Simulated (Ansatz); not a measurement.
MoS₂ (P6₃/mmc, No. 194, 6 atoms in the cell; start mp-1018809): volume per atom by level of theory

No measured value is used here.

Problem. Put these levels in order of the volume per atom that they give for MoS₂ (P6₃/mmc, No. 194, 6 atoms in the cell; start mp-1018809), smallest first: LDA (Ansatz, a quantum-chemistry and plane-wave program), PBE (Ansatz), PBE-D4 (Ansatz), PBEsol (Ansatz).

Solution. LDA (17.23 Å³/atom), PBE-D4 (17.59 Å³/atom), PBEsol (18.59 Å³/atom), PBE (21.96 Å³/atom)

The crystal itself was run without spin with PBEsol, LDA, PBE, PBE-D4; a magnetic state was not tried in these runs. PBEsol, LDA, PBE, PBE-D4: the relaxation could not lower the start's symmetry, so the cell can be a saddle point above a distorted one. Ansatz's density-functional and Hartree–Fock values are scalar-relativistic unless marked +SOC, with PAW data made under PBE.

A start named mp-… is a Materials Project structure, which need not be a measured phase.
